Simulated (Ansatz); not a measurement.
Take BAs in the zinc blende structure (space group F-43m, No. 216; a = 4.768 Å) as the base. Axes: x, y, z lie along the cube axes.

Computed with DFT with PBEsol, PAW potentials and a 420 eV plane-wave cutoff in Ansatz (a quantum-chemistry and plane-wave program), without spin-orbit coupling.

Now apply this change: a pure shear with ε_xy = ε_yx = 0.0143; the atoms relax in the strained cell.

Predict the stress tensor and what it implies for the stiffness.

Stress of the strained cell less that of the base (GPa, compression positive):
```
   0.13   -4.29    0.00
  -4.29    0.13    0.00
   0.00    0.00   -0.02
```

Then −Δσ/γ with γ = 2ε = 0.0286 gives secant stiffness values (nonlinear terms included at this strain): C66 ≈ 150 GPa.

As a check, the harmonic strain energy −½ V₀ Δσ:ε is 5.2 meV/atom; the computed energy rise is 5.2 meV/atom.

Stability against distortions was not tested.
